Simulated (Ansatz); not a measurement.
A periodic model of amorphous Al20O24F12:

```xyz
56
Lattice="8.5367 0.0000 0.0000 0.0000 8.5367 0.0000 0.0000 0.0000 8.5367" Properties=species:S:1:pos:R:3 pbc="T T T"
Al     0.7201     2.4877     4.0942
Al     7.7794     8.4978     2.7690
Al     4.5933     0.0499     2.2147
Al     3.9654     1.5911     4.8924
Al     6.3657     2.6706     2.9661
Al     2.3910     4.4784     0.3999
Al     6.5532     8.4200     8.2848
Al     7.3783     1.4665     5.7177
Al     3.4804     8.4044     7.5972
Al     3.0297     7.1200     4.4145
Al     6.9818     5.6634     7.2060
Al     8.1805     7.1476     5.6056
Al     1.6777     1.2366     1.2529
Al     0.7376     7.0662     0.1915
Al     7.9418     4.9531     1.8921
Al     1.9213     2.5370     6.9334
Al     6.8660     2.9263     8.4799
Al     3.6598     5.4819     6.5840
Al     4.9235     5.3382     1.1793
Al     3.5035     3.9879     3.6173
O      7.6558     8.5149     4.6413
O      7.4702     2.6060     4.3151
O      6.5597     7.3886     6.8662
O      7.1244     1.4368     7.6039
O      6.2090     0.8754     2.4343
O      1.6695     2.6679     0.2305
O      1.9779     8.3780     0.1321
O      3.5034     4.3748     1.9020
O      3.9941     0.0586     3.9798
O      7.9384     8.0785     0.9026
O      3.7251     5.7634     8.4435
O      3.5191     5.3929     4.6772
O      2.4654     4.2143     7.0357
O      4.8183     2.8087     3.8163
O      0.6889     1.1459     2.7247
O      3.3822     7.2363     6.2854
O      0.2645     6.5035     7.1562
O      4.8288     8.4941     0.2821
O      0.6097     1.9404     5.9130
O      6.6334     5.4685     0.4813
O      2.4796     2.7044     4.3445
O      7.4991     3.1443     1.5480
O      0.9133     5.4380     0.9366
O      3.2524     1.3807     6.6076
F      7.4376     5.5850     5.3117
F      6.1428     4.6656     2.7675
F      7.6447     3.9390     7.2652
F      5.0820     6.8367     2.2375
F      0.6046     4.1669     3.2117
F      5.1854     3.2097     0.1843
F      5.3811     4.9225     6.5943
F      2.5897     7.1250     2.6637
F      7.8995     6.5824     2.8624
F      1.2560     7.1368     4.7860
F      5.5793     1.3631     5.7181
F      3.3456     1.3382     1.8552
```

Level of theory: PBE, scalar-relativistic without spin-orbit coupling (plane waves to 420 eV, PAW; Ansatz, a first-principles code).

It comes from a melt-quench run on a machine-learned potential (CHGNet), relaxed afterwards by DFT. O and F atoms were pushed apart under 1.9 Å during the dynamics, to hinder bonds among them. The hot cell started wider than the set density and was brought back towards it in steps. It is the lowest in DFT energy of 2 quenches. It is a model cell: composition and starting density were chosen by hand, and all elements were melted together. No dispersion term was used. Its density started from a set value of 2.99 and ended at 3.07 g/cm³. Cooling (nominally 280 K/ps over its main leg) ran many orders faster than in experiment, which tends to leave more defects and strain. One small periodic cell is one sample of the glass; other quenches scatter about these values. The volume was free in the relaxation, at fixed shape. Stress components on the final sampling reach 2.1 GPa.

Neighbours within Al-Al 2.66 Å, Al-O 2.20 Å, Al-F 2.22 Å, O-O 1.58 Å, O-F 1.48 Å, F-F 1.37 Å count as bonded. Two cations that share two anions don't count as bonded, nor two that share one unless they lie closer than Al-Al 2.59 Å.

**Question.** Give the coordination numbers, mean bond lengths and angles.

**Answer.** 
```json
{
  "Mean coordination of Al by anions": "4.75 (7 with 4, 11 with 5, 2 with 6)",
  "Mean coordination of O": "3.00 (24 with 3)",
  "Mean coordination of F": "1.92 (2 with 1, 9 with 2, 1 with 3)",
  "Mean Al-O bond": "1.838 Å (spread 0.067 Å, 72 counted)",
  "Mean Al-F bond": "1.863 Å (spread 0.094 Å, 23 counted)",
  "Bond angle at Al": "mean 107.0°, spread 24.6°",
  "Bond angle at O": "mean 117.3°, spread 14.3°",
  "Bond angle at F": "mean 125.8°, spread 23.5°"
}
```

**Question.** Which atoms depart from the most common coordination of their element?

**Answer.** Al7 has 4 (O23 1.75 Å, O24 1.79 Å, O38 1.81 Å, O30 1.84 Å); Al9 has 4 (O36 1.76 Å, O38 1.82 Å, O44 1.82 Å, O27 1.85 Å); Al11 has 6 (O23 1.81 Å, F47 1.85 Å, O40 1.86 Å, F51 1.87 Å, F45 1.95 Å, O37 2.00 Å); Al13 has 4 (O26 1.76 Å, O35 1.78 Å, F56 1.78 Å, O27 1.81 Å); Al14 has 4 (O37 1.74 Å, O43 1.80 Å, O27 1.81 Å, O30 1.82 Å); Al15 has 6 (O43 1.85 Å, O42 1.89 Å, F53 1.90 Å, F49 1.95 Å, O40 1.99 Å, F46 2.02 Å); Al16 has 4 (O39 1.77 Å, O33 1.77 Å, O44 1.79 Å, O26 1.86 Å); Al17 has 4 (F50 1.72 Å, O42 1.74 Å, O24 1.75 Å, F47 1.76 Å); Al20 has 4 (O28 1.76 Å, O32 1.76 Å, O34 1.78 Å, O41 1.80 Å); F46 has 3 (Al5 2.02 Å, Al15 2.02 Å, Al19 2.11 Å); F50 has 1 (Al17 1.72 Å); F52 has 1 (Al10 1.81 Å).

**Question.** List the pairs of like atoms that count as bonded by the rules above.

**Answer.** There are none by these rules.
